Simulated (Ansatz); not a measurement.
**The (111)B surface of zinc-blende InAs, As-terminated, I on every top atom (bottom of the slab: 3 H on 4 bottom sites)**

Calculation: PBE (plane waves to 420 eV, PAW; Ansatz, an electronic-structure program).

Slab: 39 atoms, 16.0 Å thick at the start with caps and adatoms; k 3x3x1, smearing 0.025 eV, dipole-corrected; 8 atoms held, the rest relaxed; start symmetry kept, larger cells not searched; spin-polarised, no spin-orbit, no U. The slab shows no gap over 0.04 eV on its mesh. The starting moment vanished. It is one candidate, not shown to be the stable structure of the face.

| Quantity | Result |
|---|---|
| work function of the top face | 4.12 eV |
| energy released by relaxation | 0.33 eV |
| cost | very roughly 40 core-minutes |
